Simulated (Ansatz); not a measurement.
The structure below was relaxed with Kohn–Sham DFT with the PBE functional, run in Ansatz (an electronic-structure program) with PAW and 420 eV plane waves, no SOC, earlier PAW set, at pressure 30 GPa.

```
CELL_PARAMETERS angstrom
      2.44537     1.41184     4.32201
     -2.44537     1.41184     4.32201
      0.00000    -2.82367     4.32201
ATOMIC_POSITIONS crystal
  Ga 0.35670 0.35670 0.35670
  Ga 0.14330 0.14330 0.14330
  Ga 0.64330 0.64330 0.64330
  Ga 0.85670 0.85670 0.85670
  O  0.55275 0.94725 0.25000
  O  0.25000 0.55275 0.94725
  O  0.94725 0.25000 0.55275
  O  0.44725 0.05275 0.75000
  O  0.75000 0.44725 0.05275
  O  0.05275 0.75000 0.44725
```

Problem. Find the space group and the Wyckoff positions.

Solution. Space group R-3c, hexagonal axes (No. 167); a = 4.8907 Å, b = 4.8907 Å, c = 12.9660 Å, α = 90.00°, β = 90.00°, γ = 120.00°

```
atom  site  symmetry       x       y       z
----  ----  --------  ------  ------  ------
Ga     12c        3.  0.0000  0.0000  0.1433
O      18e        .2  0.3028  0.3028  0.2500
```

Problem. Describe the coordination.

Solution. The crystal has 30 atoms in its conventional cell. Cell: a = b = 4.8907 Å, c = 12.9660 Å, α = β = 90.00°, γ = 120.00°. Ga is surrounded by 3 O at 1.878 Å and 3 O at 2.026 Å. O has 2 Ga at 1.878 Å and 2 Ga at 2.026 Å. (Neighbours: up to the widest gap in distance over summed covalent radii, below 1.35, at either atom; cation-cation and far metal-metal contacts left out.)

Load acts through the strain it causes; cell and atoms are relaxed under it. Stability against distortions was not tested. No other phases were tried under pressure. The cell was made from Ga$_{2}$O$_{3}$ in the corundum structure (space group R-3c, No. 167) by this change: pressure 30 GPa.
